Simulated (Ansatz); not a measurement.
Base system: PbTe in the zinc blende structure (space group F-43m, No. 216; a hypothetical phase, not in the database extracts checked).

```
CELL_PARAMETERS angstrom
      0.00000     3.64263     3.64263
      3.64263     0.00000     3.64263
      3.64263     3.64263     0.00000
ATOMIC_POSITIONS crystal
  Te 0.75000 0.75000 0.75000
  Pb 0.00000 0.00000 0.00000
```

Levels (all Ansatz, a first-principles code, PAW, earlier PAW set): r2SCAN (500 eV, no SOC); HSE06 (420 eV, spin-orbit coupling left out).

Its gap is 0.75 eV with r2SCAN and 0.98 eV with HSE06.

The change: a hydrostatic pressure of 3 GPa.

With r2SCAN the gap becomes 0.51 eV.

Task: If the HSE06 correction stayed the same, what would the HSE06 gap be, and what does the HSE06 run give?

Result: A rigid correction of +0.23 eV gives 0.74 eV. The HSE06 run gives 0.71 eV, so the two effects roughly add.

Single points use the geometry relaxed with r2SCAN. HSE06 gaps are upper bounds (no full band path). Spin-orbit coupling, missing from the scalar runs, can matter with Pb and Te. Load acts through the strain it causes; cell and atoms are relaxed under it. Whether these cells are dynamically stable was not tested.
